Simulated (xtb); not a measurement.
xtb 6.7.1, GFN2-xTB: Fc1cc(F)c(F)c(-c2ccc3cc(-c4c(F)c(F)cc(F)c4F)ccc3c2)c1F, 38 atoms. The geometry is a generated start, not checked to be a minimum at this level.

```
Property                   Value
-----------------  -------------
run flags                 --grad
method                  GFN2-xTB
--acc                1 (default)
--etemp (K)        300 (default)
basis functions              128
valence electrons            152
```

One run each on 1 thread. Values of broydamp tried: 0.02, 0.05, 0.1, 0.2, 0.4 (default), 0.6, 0.8, 1.

Task: Predict the course of the SCC iterations along this series.

Result: Fewest SCC iterations, within one of each other: 0.2 with 12, 0.4 (default) with 11, 0.6 with 12, 0.8 with 12. The count rises to 17 at 0.02. All converge to one solution.

```json
[
 {"broydamp": "0.02", "SCC iterations": "17", "end": "same solution"},
 {"broydamp": "0.05", "SCC iterations": "15", "end": "same solution"},
 {"broydamp": "0.1", "SCC iterations": "14", "end": "same solution"},
 {"broydamp": "0.2", "SCC iterations": "12", "end": "same solution"},
 {"broydamp": "0.4 (default)", "SCC iterations": "11", "end": "same solution"},
 {"broydamp": "0.6", "SCC iterations": "12", "end": "same solution"},
 {"broydamp": "0.8", "SCC iterations": "12", "end": "same solution"},
 {"broydamp": "1", "SCC iterations": "13", "end": "same solution"}
]
```
